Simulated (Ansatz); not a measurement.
The reference is Rb$_{3}$P (space group Fm-3m, No. 225; a = 8.213 Å; a model cell, its experimental status unchecked). Axes: x, y, z lie along the cube axes.

Level of theory: PBEsol (Ansatz, an electronic-structure program), no spin-orbit coupling.

Now apply this change: a pure shear with ε_xz = ε_zx = 0.0172; the atoms relax in the strained cell.

Problem. Predict the stress tensor and what it implies for the stiffness.

Solution. Stress of the strained cell less that of the base (GPa, compression positive):
```
   0.03    0.00   -0.44
   0.00    0.04    0.00
  -0.44    0.00    0.03
```

Then −Δσ/γ with γ = 2ε = 0.0344 gives secant stiffness values (nonlinear terms included at this strain): C55 ≈ 13 GPa.

Stability against distortions was not tested.
